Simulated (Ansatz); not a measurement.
Base system: ScAl$_{3}$ in the Cu3Au type structure (space group Pm-3m, No. 221; a = 4.072 Å). Axes: x, y, z lie along the cube axes.

All numbers come from PBEsol (Ansatz, a first-principles code; PAW; 420 eV plane waves; without spin-orbit coupling).

Base values:

```
Item                            Result
-----------------------------  -------
Pressure                       0.0 GPa
Shortest interatomic distance  2.879 Å
Band gap                          zero
```

It is then changed as follows: uniaxial strain ε_yy = −3.44 %, all other strain components held at zero; the atoms relax in the strained cell.

**Question.** What does the calculation give for the pressure after the change?

**Answer.** The pressure (mean of the normal stresses, compression positive) goes from zero to 3.5 GPa.

**Question.** Predict the new energy relative to the base.

**Answer.** The energy rises by 13 meV/atom.

**Question.** What happens to the shortest interatomic distance?

**Answer.** The shortest interatomic distance shrinks by 0.049 Å to 2.830 Å.

**Question.** What happens to the band gap?

**Answer.** The band gap is still zero.

Without a gap, meshes like the base's 12×12×12 leave anisotropic stresses uncertain by several tenths of a GPa, and small strain energies with them. No phonon test of stability was made. The final runs are not spin-polarised.
